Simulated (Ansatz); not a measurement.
Base system: Ba2TaBiO6 (space group C2/m, No. 12; a cell from a computed database, its experimental status unchecked).

```
CELL_PARAMETERS angstrom
      5.19364    -3.00428     0.00000
      5.19364     3.00428     0.00000
     -3.50846     0.00000     4.97295
ATOMIC_POSITIONS crystal
  Ba 0.24856 0.24856 0.24183
  Ba 0.75144 0.75144 0.75817
  Ta 0.50000 0.50000 0.00000
  Bi 0.00000 0.00000 0.50000
  O  0.69289 0.22681 0.18684
  O  0.30711 0.77319 0.81316
  O  0.77319 0.30711 0.81316
  O  0.22681 0.69289 0.18684
  O  0.27154 0.27154 0.69912
  O  0.72846 0.72846 0.30088
```

Cartesian axes are those of the cell as printed.

The values are results of Kohn–Sham DFT with the PBEsol functional, run in Ansatz (a first-principles code) with PAW and 420 eV plane waves, scalar-relativistic without spin-orbit coupling, not measurements.

Base values:

- Band gap = 2.37 eV
- Gap character = indirect, V₂ → M₂

Now apply this change: compressive biaxial strain of 4.87 % in the plane normal to [001], as in epitaxy on a mismatched substrate; the out-of-plane cell vector and the atoms relax.

Q: Predict the new ratio −ε⊥/ε∥, band gap, in-plane stress and gap character.

A: The ratio −ε⊥/ε∥ amounts to 1.04; the band gap decreases by 0.64 eV (2.37 eV → 1.73 eV); the mean in-plane stress (compression positive) is +10.0 GPa; the gap character goes from indirect, V₂ → M₂ to indirect, A → M₂.

Spin-orbit coupling, missing from the scalar runs, can matter with Bi and Ta. Whether these cells are dynamically stable was not tested.
